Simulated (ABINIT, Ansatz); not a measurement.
An ABINIT input for a self-consistent single point of Ag2O (Pn-3m, 6 atoms in the cell) (DFT, PBE, plane waves, norm-conserving pseudopotentials (PseudoDojo nc-sr-05 PBE standard)):

```
# Ag2O, PseudoDojo nc-sr-05 PBE standard
pp_dirpath "./"
pseudos "Ag.upf, O.upf"
acell 4.8435200000 4.8435200000 4.8435200000 Angstrom
rprim
         1.0000000000    0.0000000000    0.0000000000
         0.0000000000    1.0000000000    0.0000000000
         0.0000000000    0.0000000000    1.0000000000
natom 6
ntypat 2
znucl 47 8
typat 1 1 1 1 2 2
xcart
         6.8646947094    2.2882315698    6.8646947094
         2.2882315698    6.8646947094    6.8646947094
         6.8646947094    6.8646947094    2.2882315698
         2.2882315698    2.2882315698    2.2882315698
         0.0000000000    0.0000000000    0.0000000000
         4.5764631396    4.5764631396    4.5764631396
ecut 84 Ry
ixc 11
occopt 3
tsmear 0.05 eV
nband 55
kptopt 1
ngkpt 5 5 5
nshiftk 1
shiftk 0 0 0
nstep 60
tolvrs 1.0e-12
prtwf 0
prtden 0
```

**Question.** Write the same calculation as an input for Ansatz (a first-principles code).

**Answer.** This is the input that was run; spellings and numerical settings could be chosen otherwise.

Ansatz 0.2 input:
```yaml
crystal:
  lattice:
    - [4.843520, 0.000000, 0.000000]
    - [0.000000, 4.843520, 0.000000]
    - [0.000000, 0.000000, 4.843520]
  atoms:
    - { symbol: Ag, position: [0.750000, 0.250000, 0.750000] }
    - { symbol: Ag, position: [0.250000, 0.750000, 0.750000] }
    - { symbol: Ag, position: [0.750000, 0.750000, 0.250000] }
    - { symbol: Ag, position: [0.250000, 0.250000, 0.250000] }
    - { symbol: O, position: [0.000000, 0.000000, 0.000000] }
    - { symbol: O, position: [0.500000, 0.500000, 0.500000] }
kpoints:
  mp_grid: { grid: [5, 5, 5] }
hamiltonian:
  xc: pbe
  pseudopotentials: { kind: paw }
scf:
  occupations: { method: fermi_dirac, width: 0.05 }
output:
  forces: true
  eigenvalues: true
  stress: true
```

Basis settings and potentials, where a program has them, do not carry over. This input uses DFT, PBE, plane waves, default PAW files. Both were run: pressure -1.30 GPa in ABINIT and -1.55 in Ansatz. Ansatz's pressure is the one without its finite-basis correction.

On ABINIT: the starting cell has typed, rounded lattice constants, without a prior relaxation at this level. Its lattice was rescaled by a random factor within 2.5 % of one. The run gives no clean gap (levels at the Fermi energy touch, overlap or are partly filled at this smearing), which alone does not show that the compound is a metal.

On Ansatz: the starting cell has typed, rounded lattice constants, without a prior relaxation at this level. Its lattice was rescaled by a random factor within 2.5 % of one. The run gives no clean gap (levels at the Fermi energy touch, overlap or are partly filled at this smearing), which alone does not show that the compound is a metal.
